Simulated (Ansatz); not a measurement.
BaSiO3 (P2₁2₁2₁, No. 19; cell taken from a computed entry) was calculated with HSE06 in Ansatz (PAW).

Settings: plane-wave cutoff 500 eV, 6×4×2 k mesh (along the axes of the cell as run), gaussian smearing 0.02 eV, scalar-relativistic PAW data made under PBE.

Cell (relaxed with r²SCAN):

BaO3Si is modelled in the orthorhombic space group P2₁2₁2₁ (No. 19), Pearson symbol oP20. Cell: a = 4.589 Å, b = 5.617 Å, c = 12.473 Å, α = 90.00°, β = 90.00°, γ = 90.00°. Ba on 4a is coordinated by 7 O at 2.627–3.041 Å and 1 O at 3.274 Å and 2 O at 3.581–3.754 Å. Si on 4a has 4 O at 1.600–1.667 Å (tetrahedral). O1 on 4a has 1 Si at 1.602 Å and 2 Ba at 2.671–2.762 Å and 1 Ba at 3.041 Å and 1 Ba at 3.581 Å. O2 on 4a is surrounded by 1 Si at 1.600 Å and 1 Ba at 2.627 Å and 2 Ba at 2.812–2.920 Å (tetrahedral). O3 on 4a is surrounded by 2 Si at 1.666 Å and 1 Ba at 2.928 Å and 1 Ba at 3.274 Å and 1 Ba at 3.754 Å. (Neighbours: up to the widest gap in distance over summed covalent radii, below 1.35, at either atom; cation-cation and far metal-metal contacts left out.)

Problem. Predict the band gap.

Solution. 
band gap: 6.39 eV (on the SCF k mesh)

Note: cell and atoms aren't relaxed at this level (largest force component 0.09 eV/Å).

Spin–orbit coupling is not included.

It cost roughly 27 core-minutes of CPU time.

Ansatz is an electronic-structure program.
